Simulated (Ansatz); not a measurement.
Cost and result by functional for the surface energy of the (10-10) surface of wurtzite AlN in its 1x1 cell (cut with top plane Al + N, bottom plane Al + N), outermost plane spacing 0.90 Å in the ideal cut, in Ansatz (plane waves, PAW). Single points on the PBE structure, on one kind of machine; costs are rough ratios of the slab run's core time (references not counted) to the cheapest single point. r2SCAN's cost holds its higher cutoff (500 against 420 eV). Differences are taken against HSE06 for comparison alone: no measured value is at hand, so the table doesn't rank accuracy. HSE06 ran on a coarser k-mesh, which lowers its cost and carries part of its shift.

Set-up: 20 atoms, Al10N10, 11.7 Å thick at the start; mesh 8x5x1; 0.025 eV smearing; dipole correction on; all atoms relaxed; symmetry of the start imposed; no spin, no spin-orbit, no U. These notes are the PBE run's.

| functional | relative cost | surface energy (J/m²) | less HSE06 (J/m²) |
|---|---|---|---|
| LDA | 1 | 2.36 | 0.08 |
| RPBE | 1 | 2.00 | -0.28 |
| PBEsol | 1 | 2.27 | -0.02 |
| r2SCAN | 2 | 2.35 | 0.07 |
| HSE06 | 10 | 2.28 | 0.00 |
| PBE (the relaxed run's value) | – | 2.13 | -0.16 |

The values span 0.36 J/m², while the single points' costs differ by a factor of roughly 10. Differences are of unrounded values.

Ansatz is a first-principles code.
